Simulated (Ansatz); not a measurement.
System: cubic perovskite KCdF3. Method: HSE06 (Ansatz, a first-principles code, PAW).

Settings: plane-wave cutoff 460 eV, 6×6×6 k mesh, Fermi–Dirac smearing 0.01 eV, scalar-relativistic PAW data made under PBE.

Cell (relaxed at this level):

```cif
data_CdF3K
_chemical_formula_sum 'K1 Cd1 F3'
_space_group_name_H-M_alt 'Pm-3m'
_space_group_IT_number 221
_space_group_name_Hall '-P 4 2 3'
_cell_length_a 4.41352
_cell_length_b 4.41352
_cell_length_c 4.41352
_cell_angle_alpha 90.000
_cell_angle_beta 90.000
_cell_angle_gamma 90.000
loop_
_atom_site_label
_atom_site_type_symbol
_atom_site_symmetry_multiplicity
_atom_site_Wyckoff_symbol
_atom_site_fract_x
_atom_site_fract_y
_atom_site_fract_z
_atom_site_occupancy
K1 K 1 a 0.00000 0.00000 0.00000 1
Cd1 Cd 1 b 0.50000 0.50000 0.50000 1
F1 F 3 c 0.00000 0.50000 0.50000 1
```

Estimate the bulk modulus B0, band gap, smallest direct gap on the k points sampled and pressure derivative B′ of the bulk modulus that the calculation returns.


- bulk modulus B0 = 60.3 GPa
- band gap = 5.10 eV (on the SCF k mesh)
- smallest direct gap on the k points sampled = 6.94 eV
- pressure derivative B′ of the bulk modulus = 4.8

Note: the relaxation could not lower the start's symmetry, so the cell can be a saddle point above a distorted one.

Spin–orbit coupling is not included.

The computed numbers hold no vibrational or temperature effects.
